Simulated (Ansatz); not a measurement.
## Y on the 1x1 (110) surface of bcc Mo, one in a 3x3 cell, started at the site 'hollow Mo-Mo-Mo'

These are PBE (plane waves to 420 eV, PAW; Ansatz, a first-principles code) values and carry that method's errors.

Slab: 37 atoms, 6.5 Å thick at the start under the adsorbate (thin: gaps and levels are the slab's own); k 4x4x1, smearing 0.1 eV, dipole-corrected; 18 atoms held, the rest relaxed; start symmetry kept, larger cells not searched; no spin, no spin-orbit, no U, no dispersion correction. At the end it is bonded to 4 Mo. In PBE it is, or lies within 0.03 eV of, the lowest of the starts that converged.

| Quantity | Result |
|---|---|
| adsorption energy against an atom of hcp Y | -0.63 eV |
| work function of the top face | 2.96 eV |
| change of the work function | -1.63 eV |
| change of the step from the bottom to the top vacuum level, against the clean slab | -1.60 eV |
| energy released by relaxation | 1.65 eV |
| height of the binding atom over the mean of the host atoms within 0.3 Å of the top one | 2.300 Å |
| nearest host atoms of the binding atom | Mo at 2.83 Å, Mo at 2.83 Å, Mo at 3.18 Å |
| largest move of a host atom | 0.05 Å |
| note | in the relaxation the adsorbate left its starting site by 0.6 Å |
| cost | roughly 40 core-minutes |

A negative adsorption energy means that the adsorbate is more stable on the surface than in its reference.
